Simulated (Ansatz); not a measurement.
**Ansatz (a program for electronic structure) run on Tc3Ir (P6_3/mmc, 8 atoms in the cell): self-consistent single point**

Computed with LDA (PW92), default PAW files made with PBE (plane waves; Ansatz).

This input was run:

Ansatz 0.2 input:
```yaml
crystal:
  lattice:
    - [5.47924300, 0.00000000, 0.00000000]
    - [-2.73962100, 4.74516400, 0.00000000]
    - [0.00000000, 0.00000000, 4.32898400]
  atoms:
    - { symbol: Tc, position: [0.83969000, 0.16031000, 0.75000000] }
    - { symbol: Tc, position: [0.16031000, 0.83969000, 0.25000000] }
    - { symbol: Tc, position: [0.67938000, 0.83969000, 0.25000000] }
    - { symbol: Tc, position: [0.32062000, 0.16031000, 0.75000000] }
    - { symbol: Tc, position: [0.83969000, 0.67938000, 0.75000000] }
    - { symbol: Tc, position: [0.16031000, 0.32062000, 0.25000000] }
    - { symbol: Ir, position: [0.66666700, 0.33333300, 0.25000000] }
    - { symbol: Ir, position: [0.33333300, 0.66666700, 0.75000000] }
basis:
  ecutwfc: 36.7 Ry
kpoints:
  mp_grid: { grid: [5, 5, 6] }
hamiltonian:
  xc: lda
  pseudopotentials: { kind: paw }
scf:
  occupations: { method: fermi_dirac, width: 0.0073 Ry }
output:
  forces: true
  eigenvalues: true
  stress: true
```

The program printed (abridged):

```
WARN the atoms were moved onto the symmetric positions of the space group found under crystal.symmetry.tolerance 1.0e-5 (fractional …
WARN basis.ecutwfc = 499.3289376138798 eV is below the records' recommended cutoff, and the density's cutoff is lower with it unless basis.ecutrho_ratio is …
WARN ansatz: RAYON_NUM_THREADS=1 ignored (pool sized by the plan → 1); use --threads N
Pseudopotentials: kind: paw
Pseudopotential: Tc, paw, valence charge 15
Pseudopotential: Ir, paw, valence charge 17
Crystal: 8 atoms, lattice volume = 112.553 Å³
Basis set: ecut = 499.3289376138798 eV, 2847 PW (Γ)
Bands: 75, of which v1, the nominal top of the filled ones, is band 62 counted from 1 (61 counted from 0)
Symmetry: 24 space group operations
Space group: P63/mmc (ITA 194), of the structure as read, at distance tolerance 4.8e-5 Å
k-points: 20 of 150
PAW frozen core: Tc, regenerated for the run's functional, and the local potential with it
PAW frozen core: Ir, regenerated for the run's functional, and the local potential with it
Initial density: superposition of atomic densities (chi_scale 0.1, normalization cell, long waves kept (reshape's long-wave potential 0.00 eV rms))
Initial wavefunctions: pseudopotential atomic-orbital guess
Eigensolver: davidson
Functional: x = slater, c = lda
SCF iter   1: F=—  HF=-55022.826645 eV  |F-HF|=—  |Δ(HF+E_count)|=         —  Δρ=1.42e-1  dr2=5.51e1  ethr=3.10e-3  ⟨swp⟩=4.8  Hψ=4582  notcnv=0
all-band conjugate gradients solve this SCF's bands
preconditioner: auto → Kerker (q_TF=auto, 2.773 Å⁻¹)
SCF iter   2: F=—  HF=-55018.329886 eV  |F-HF|=—  |Δ(HF+E_count)|=    4.50e0  Δρ=7.38e-2  dr2=1.63e1  ethr=3.10e-3  ⟨swp⟩=2.0  Hψ=2493  notcnv=0  defer=3
SCF iter   3: F=—  HF=-55016.476758 eV  |F-HF|=—  |Δ(HF+E_count)|=    1.85e0  Δρ=1.02e-2  dr2=2.87e-1  ethr=3.10e-3  ⟨swp⟩=2.1  Hψ=2358  notcnv=0  defer=3
SCF iter   4: F=—  HF=-55016.412617 eV  |F-HF|=—  |Δ(HF+E_count)|=   6.41e-2  Δρ=2.31e-3  dr2=3.77e-3  ethr=2.31e-4  ⟨swp⟩=2.1  Hψ=2546  notcnv=0  defer=1
SCF iter   5: F=—  HF=-55016.412010 eV  |F-HF|=—  |Δ(HF+E_count)|=   6.07e-4  Δρ=5.67e-4  dr2=6.75e-4  ethr=3.04e-6  ⟨swp⟩=2.0  Hψ=2578  notcnv=0  defer=1
SCF iter   6: F=—  HF=-55016.411832 eV  |F-HF|=—  |Δ(HF+E_count)|=   1.78e-4  Δρ=1.08e-4  dr2=1.31e-5  ethr=5.44e-7  ⟨swp⟩=2.0  Hψ=2096  notcnv=0  defer=1
SCF iter   7: F=—  HF=-55016.411818 eV  |F-HF|=—  |Δ(HF+E_count)|=   1.44e-5  Δρ=2.13e-5  dr2=4.95e-7  ethr=1.06e-8  ⟨swp⟩=2.0  Hψ=2056  notcnv=0  defer=1
SCF iter   8: F=-55016.411818 eV  HF=-55016.411818 eV  |F-HF|=5.30e-9  |Δ(HF+E_count)|=   8.21e-8  Δρ=3.75e-6  dr2=1.25e-8  ethr=8.06e-11  ⟨swp⟩=4.4  Hψ=4757  notcnv=0
SCF 1 converged in 8 iterations: F = -55016.411818 eV  dr2 = 1.25e-8
SCF converged after 8 iterations
Free energy (F): -55016.411818 eV
Harris-Foulkes:  -55016.411818 eV  (|F-HF|=5.30e-9)
Internal energy: -55016.205847 eV  (E = F + TS)
E sigma→0 (E₀):  -55016.308833 eV
Entropy (-TS):   -0.205970 eV (-25.746 meV/atom)
Fermi energy:    23.219411 eV
--- Per-component energies (eV) ---
  E_band       = -458.858724
  E_kinetic    = 4987.310906
  E_local      = -9244.673134  (includes V_loc(G=0)·N_el)
  E_nonlocal   = 1916.861570
  E_hartree    = 2736.214162
  E_xc         = -1961.073597
  E_vxc        = -2366.870201  (∫ρ·V_xc dr)
  E_paw        = -36888.850964  (= ΣΔE_a)
  E_vpaw       = -1223.920424  (= ΣTr[D̂ρ^β])
  E_aug_tail   = -0.000009  (compensation charges beyond the density's cutoff)
  E_ewald      = -16565.888314
  E_core_change = 3.893531  (= ΣΔE_core)
  E_smearing   = -0.205970  (= −TS)
  E_closure    = -0.000000  (closes the sum)
  Σ components = -55016.411818   (vs F -55016.411818, Δ=0.00e0)
--- Forces (eV/Å), atoms counted from 1 ---
  atom   1  Tc    -0.16075486     0.09281187    -0.00000000
  atom   2  Tc     0.16075486    -0.09281187     0.00000000
  atom   3  Tc    -0.16075487    -0.09281186    -0.00000000
  atom   4  Tc     0.16075487     0.09281186     0.00000000
  atom   5  Tc    -0.00000001    -0.18562373    -0.00000000
  atom   6  Tc     0.00000001     0.18562373     0.00000000
  atom   7  Ir    -0.00000000     0.00000000    -0.00000000
  atom   8  Ir    -0.00000000    -0.00000000     0.00000000
  max |Σ_I F_I| component: 1.11e-16 eV/Å
--- Stress (GPa, compression-positive) ---
       -8.035526      -0.000000      -0.000000
        0.000000      -8.035526       0.000000
       -0.000000       0.000000      -7.992907
  P = ⅓ Tr σ = -8.0213 GPa (-80.213 kbar)
  The stress holds the Pulay correction. Without it, at fixed plane waves, as pw.x and ABINIT print it: P = -8.0923 GPa
--- Band table (eV; the first three rows and the last of 20) ---
  k-point 0: bands = ["-69.0153", "-69.0150", "-43.5451", "-43.3731", "-43.3731", "-43.3301", "-43.2675", "-43.2675", "-25.8348", "-25.8348", "-25.8250", "-25.8250", "-25.8213", "-25.8122", "-16.1628", "-16.1367", "-15.8878", "-15.7735", "-15.7735", [...]
  k-point 1: bands = ["-69.0153", "-69.0151", "-43.5311", "-43.3660", "-43.3660", "-43.3448", "-43.2746", "-43.2746", "-25.8346", "-25.8346", "-25.8261", "-25.8261", "-25.8201", "-25.8124", "-16.1532", "-16.1306", "-15.9177", "-15.9177", "-15.8391", [...]
  k-point 2: bands = ["-69.0152", "-69.0151", "-43.4924", "-43.3848", "-43.3466", "-43.3466", "-43.2939", "-43.2939", "-25.8337", "-25.8337", "-25.8288", "-25.8288", "-25.8174", "-25.8132", "-16.1324", "-16.1188", "-15.9916", "-15.9916", "-15.8846", [...]
  k-point 19: bands = ["-69.0152", "-69.0152", "-43.4077", "-43.4077", "-43.3524", "-43.3524", "-43.3203", "-43.3203", "-25.8286", "-25.8286", "-25.8265", "-25.8265", "-25.8140", "-25.8140", "-15.9906", "-15.9906", "-15.9241", "-15.9241", [...]
```

The run converged in 8 iterations.

The starting cell comes from a database of computed structures (which also holds hypothetical and non-ambient phases and stackings), without a prior relaxation at this level. Its lattice was rescaled by up to half a per cent. Spin-orbit coupling is off. Spin polarisation is off. With a pressure of about -8 GPa the cell is away from its equilibrium volume at this level. Ansatz's pressure includes its estimate of the finite-basis (Pulay) stress. The cutoff lies below the one recommended for these files.
